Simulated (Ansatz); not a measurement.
Ansatz (a first-principles code) run on CdHgTe2 (R3m, 4 atoms in the cell): zone-centre phonon calculation.

Method of the run: LDA (PW92), default PAW files made with PBE (plane waves; Ansatz).

```yaml
crystal:
  lattice:
    - [2.33525, 1.34826, 7.62127]
    - [-2.33525, 1.34826, 7.62127]
    - [0.00000, -2.69651, 7.62127]
  atoms:
    - { symbol: Cd, position: [0.99983, 0.99983, 0.99983] }
    - { symbol: Hg, position: [0.50002, 0.50002, 0.50002] }
    - { symbol: Te, position: [0.12482, 0.12482, 0.12482] }
    - { symbol: Te, position: [0.62535, 0.62535, 0.62535] }
```

Reference input (self-consistent single point, DFT, LDA (PW92), plane waves, default PAW files made with PBE): basis.ecutwfc = 30.9 Ry; kpoints.mp_grid.grid = 7 7 7; hamiltonian.xc = lda; hamiltonian.pseudopotentials = {kind: paw} (the program's default PAW files); scf.occupations.method = gaussian; scf.occupations.width = 0.0073 Ry. This run's input differs from it in these lines:

```diff
@@ -19,6 +19,5 @@
   occupations: { method: gaussian, width: 0.0073 Ry }
-output:
-  forces: true
-  eigenvalues: true
-  stress: true
+  convergence: { dr2_threshold: 1.0e-03 eV }
+phonons:
+  method: dfpt
```

The program printed (abridged):

```
SCF iter   1: F=—  HF=-35295.571675 eV  |F-HF|=—  |Δ(HF+E_count)|=         —  Δρ=5.43e-3  dr2=3.17e-2  ethr=1.77e-3  ⟨swp⟩=7.8  Hψ=17982  notcnv=0  defer=13
all-band conjugate gradients solve this SCF's bands
preconditioner: auto → Resta (q_TF=auto, 2.431 Å⁻¹)
SCF iter   2: F=—  HF=-35295.562597 eV  |F-HF|=—  |Δ(HF+E_count)|=   9.08e-3  Δρ=2.44e-3  dr2=7.52e-3  ethr=4.40e-5  ⟨swp⟩=2.1  Hψ=7142  notcnv=0  defer=16
   [... lines left out ...]
SCF iter   4: F=—  HF=-35295.561232 eV  |F-HF|=—  |Δ(HF+E_count)|=   3.63e-5  Δρ=2.00e-4  dr2=8.62e-5  ethr=8.36e-7  ⟨swp⟩=2.3  Hψ=5599  notcnv=0  defer=16
iter 5 did not close the SCF: its close was put off for the readings that it lacked (scf_convergence_deferred on its scf_iter line)
SCF iter   5: F=-35295.561260 eV  HF=-35295.561255 eV  |F-HF|=4.46e-6  |Δ(HF+E_count)|=   2.26e-5  Δρ=6.36e-5  dr2=1.02e-5  ethr=1.20e-7  ⟨swp⟩=2.0  Hψ=5791  notcnv=0  defer=16
SCF iter   6: F=-35295.561261 eV  HF=-35295.561260 eV  |F-HF|=8.19e-8  |Δ(HF+E_count)|=   5.44e-6  Δρ=1.86e-5  dr2=6.82e-7  ethr=1.41e-8  ⟨swp⟩=13.2  Hψ=34641  notcnv=0
SCF 1 converged in 6 iterations: F = -35295.561261 eV  dr2 = 6.82e-7
DFPT response loops at Γ: preconditioner auto → none (partly filled bands, converged f_vac=0.196); β = 0.50; Broyden in place of MSR1
phonon interpolation: 6 periodic images of 2 blocks of the force constants (a block to an ordered pair of atoms and a translation) lie up to 6.98e-3 Å farther …
Free energy (F): -35295.561261 eV
Internal energy: -35295.560626 eV  (E = F + TS)
E sigma→0 (E₀):  -35295.560944 eV
Entropy (-TS):   -0.000634 eV (-0.159 meV/atom)
Fermi energy:    6.955086 eV
--- Phonons (Γ-DFPT): 8 representative perturbations + reference, on 100 of 343 k-points (Σ response iterations 24) ---
   [... lines left out ...]
  ASR residual: 2.275e-2 → 0.000e0 eV/Å²; symmetrization residual: 8.280e-5 eV/Å²
  ASR residual per site (eV/Å²): 4.43e-3 7.07e-3 2.27e-2 2.23e-2
  Γ frequencies (cm⁻¹): 0.00 0.00 0.00 29.33 29.33 84.48 101.04 101.04 114.26 125.44 126.84 126.84
  non-analytic LO–TO correction: not included (Born effective charges unavailable; polar crystals: no LO–TO splitting at Γ)
```

The run converged in 6 iterations.  The full log also holds: “iter 5 did not close the SCF: its close was put off for the readings that it lacked (scf_convergence_deferred on its scf_iter line)”.

Summary of the result:
Free energy E − TS (on the zero of these files): -35295.5613 eV
Fermi level (on the code's own zero): 6.96 eV
Zone-centre frequencies (cm⁻¹; negative means imaginary): 0, 0, 0, 29, 29, 84, 101, 101, 114, 125, 127, 127

The starting cell comes from a database of computed structures (which also holds hypothetical and non-ambient phases and stackings), without a prior relaxation at this level. Its lattice was rescaled by up to half a per cent.

Cost on one core of a shared machine: roughly 20 min.

Keys are those of Ansatz 0.2.
